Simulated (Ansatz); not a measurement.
Data:

```
CELL_PARAMETERS angstrom
      3.80945     0.00000     0.00000
      0.00000     3.80945     0.00000
      1.90472     1.90472     2.69368
ATOMIC_POSITIONS crystal
  Zn 0.00000 0.00000 0.00000
  S  0.75000 0.25000 0.50000
```

Space group of this cell: F-43m, zinc blende. The cell is taken as given.

The current runs along the normal of the first two printed vectors, the (001) plane. All runs by Ansatz (a program for electronic structure), plane waves and PAW, without spin-orbit coupling; the base is r2SCAN.

| run | mean pressure (GPa) | gap (eV) | mid-gap κ (1/Å) |
|---|---|---|---|
| base | 0.1 | 2.71 | 0.188 |
| all lengths scaled by 0.98 | 5.5 | 2.99 | 0.203 |
| all lengths scaled by 1.02 | -4.0 | ___ | ___ |
| lda in place of r2scan | -3.9 | ___ | ___ |
| lengths across the current scaled by 0.98, ions clamped | 3.5 | 2.87 | 0.199 |
| lengths across the current scaled by 1.02, ions clamped | -2.8 | ___ | ___ |
| lengths along the current scaled by 0.97, ions clamped | 2.6 | 2.78 | 0.194 |
| lengths along the current scaled by 1.03, ions clamped | -2.1 | 2.53 | 0.182 |
| pbesol in place of r2scan | -1.3 | 2.01 | 0.149 |

Problem. Some entries are withheld; supply them.

Solution. 
- all lengths scaled by 1.02, gap (eV): 2.44
- all lengths scaled by 1.02, mid-gap κ (1/Å): 0.174
- lda in place of r2scan, gap (eV): 1.90
- lda in place of r2scan, mid-gap κ (1/Å): 0.141
- lengths across the current scaled by 1.02, ions clamped, gap (eV): 2.48
- lengths across the current scaled by 1.02, ions clamped, mid-gap κ (1/Å): 0.178
